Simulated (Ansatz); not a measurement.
The (0001) surface of hcp Ti (in the relaxation 1 Ti–Ti bonds formed), one added row of Ti in 4 (bottom of the slab: a bare face, its two planes held)

Calculation: PBE (plane waves to 420 eV, PAW; Ansatz, a quantum-chemistry and plane-wave program).

Model: 25-atom slab, 14.5 Å thick at the start, 15x4x1 mesh, Fermi-Dirac 0.1 eV, dipole correction, 8 atoms held, the rest relaxed; held to the part of the start's symmetry that mesh and held atoms allow; no spin, no spin-orbit, no U. It is one candidate, not shown to be the stable structure of the face.

work function of the top face: 3.65 eV
energy released by relaxation: 1.35 eV
cost: around 70 core-minutes (rough)
